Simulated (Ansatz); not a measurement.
The parent structure is BeTe in the zinc blende structure (space group F-43m, No. 216; a = 5.554 Å).

Method: LDA/PAW in Ansatz (a program for electronic structure), no spin-orbit coupling.

For the base:

The electron mass is 1.3 mₑ along k, 0.24 mₑ across (at X), the band gap comes out as 1.79 eV and the gap character comes out as indirect, Γ → X. The hole mass is 0.20, 0.32, 0.32 mₑ (at Γ) and the density is 5.30 g/cm³.

Perturbation: a negative pressure, −1 GPa.

Task: What does the calculation give for the electron mass after the change?

Result: The electron mass goes from 1.3 mₑ along k, 0.24 mₑ across (at X) to 1.4 mₑ along k, 0.25 mₑ across (at X).

Task: Predict the new band gap.

Result: The band gap goes up by 0.04 eV (1.79 eV → 1.83 eV).

Task: How does this affect the gap character?

Result: The gap character remains indirect, Γ → X.

Task: Estimate the effect on the hole mass.

Result: The hole mass (degenerate bands, along [100]) goes from 0.20, 0.32, 0.32 mₑ (at Γ) to 0.20, 0.33, 0.33 mₑ (at Γ).

Task: Predict the new density.

Result: The density decreases by 0.09 g/cm³, from 5.30 g/cm³ to 5.21 g/cm³.

Spin-orbit coupling, missing from the scalar runs, can matter with Te. Load acts through the strain it causes; cell and atoms are relaxed under it. Effective masses come from finite differences of ±0.01 Å⁻¹. Along k means along the line from Γ to the band edge. Whether these cells are dynamically stable was not tested.
